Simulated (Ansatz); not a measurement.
# GaN: band gap against strain

GaN (wurtzite, P6_3mc, 11.758 Å³/atom at rest, c along z) under an equal strain ε along all three axes. PBE in Ansatz, a plane-wave DFT program (PAW, default set), 420 eV, 12×12×6 Γ-centred mesh, Fermi-Dirac smearing 0.05 eV; ions are relaxed within the symmetry of each cell. Gaps are the smallest over the k-mesh and a band path, without spin-orbit coupling; in all rows the valence edge lies at Γ and the conduction edge at Γ.

Here s stands for strain and Eg for gap.

| strain (%) | gap (eV) |
|---|---|
| -3.00 | ? |
| -1.80 | 2.071 |
| -1.20 | 1.951 |
| -0.60 | 1.830 |
| 0.00 | 1.710 |

Taking a straight line for Eg over the 4 complete rows: Means: s -0.90000, Eg 1.8905. About the means, the sum of products is -0.36120 and the sum of squares of s is 1.8000; the slope is their ratio. Least squares gives Eg = 1.7099 - 0.20067·s. Residuals (row less fit): -0.0001, 0.0003, -0.0003, 0.0001; standard error 0.0003 (degrees of freedom: 2). Over these rows the gap moves by -20 ± 0.02 eV per unit strain, or -6.7 eV per unit of ln V.

**Question.** What does the fit predict for Eg at s = -3.00, and how far is the calculated value from it?

**Answer.** Eg = 1.7099 - 0.20067 × (-3.0) = 2.3119 eV. The calculation gives 2.316 eV, 0.0041 eV above the prediction (0.7 % of the range of Eg in the table). The row lies outside the fitted rows, so this is an extrapolation. The fitted rows scatter only by rounding.

One order more, fitted to all 6 runs of the series, follows each within 0.001, so the miss is the next term of a smooth law. Other structures, which can take over under pressure, weren't tried. Rows are the converged runs of the series near zero and its far end; series whose fitted rows scatter by over a few per cent of the range, as at a crossing or softening among them, aren't shown in this form. Most that stay on the fit to the last digits aren't either.
